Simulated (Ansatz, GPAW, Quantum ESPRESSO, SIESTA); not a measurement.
## YPt2 (Fd-3m, 6 atoms in the cell) computed with different codes at matched settings

Self-consistent single point.

```
YPt2
1.0
    0.00000     3.82539     3.82539
    3.82539     0.00000     3.82539
    3.82539     3.82539     0.00000
Y Pt
2 4
Direct
  0.50000   0.50000   0.50000
  0.75000   0.75000   0.75000
  0.62500   0.12500   0.12500
  0.12500   0.12500   0.62500
  0.12500   0.62500   0.12500
  0.12500   0.12500   0.12500
```

Shared settings, as Ansatz (an electronic-structure program) writes them: kpoints.mp_grid.grid = 7 7 7; scf.occupations.method = gaussian; scf.occupations.width = 0.0073 Ry. Potentials and cutoffs stand in the table.

| code | model | pressure (GPa) | cutoff |
|---|---|---|---|
| Quantum ESPRESSO | PBEsol, GBRV 1.5 ultrasoft (PBESOL) pseudopotentials | -4.66 | 40 Ry |
| GPAW | PBEsol, GPAW PAW datasets PBEsol (made by gpaw-setup) | -3.98 | 550 eV |
| SIESTA | GGA PBEsol, numerical atomic orbitals TZP, PseudoDojo PBEsol standard norm-conserving potentials (rewritten from UPF to PSML) | -6.07 | grid 300 Ry |
| Ansatz | PBEsol, PAW files made with PBE | -3.86 | 30.9 Ry |

On Ansatz's run: spin-orbit coupling is off. Spin polarisation is off.

The spread over the programs that give each value: pressure within 2.21 GPa.

SIESTA uses small atom-centred bases, whose incompleteness enters pressures, forces and empty levels differently from a plane-wave cutoff. Ansatz's pressure is given at a fixed set of plane waves, as the other plane-wave codes print theirs; with its correction for the finite basis it is -3.81 GPa. In the pressure, SIESTA (by 2.09) lies more than 1 GPa from the median of the plane-wave programs.

On the base mesh (6 6 6) the same programs gave: Ansatz pressure -3.86 GPa; Quantum ESPRESSO pressure -4.66 GPa; GPAW pressure -4.00 GPa; SIESTA pressure -6.08 GPa.

The starting cell comes from a database of computed structures (which also holds hypothetical and non-ambient phases and stackings), without a prior relaxation at this level.

Left out of this page: Elk (not drawn, or without a comparable value).

Keys are those of Ansatz 0.2.
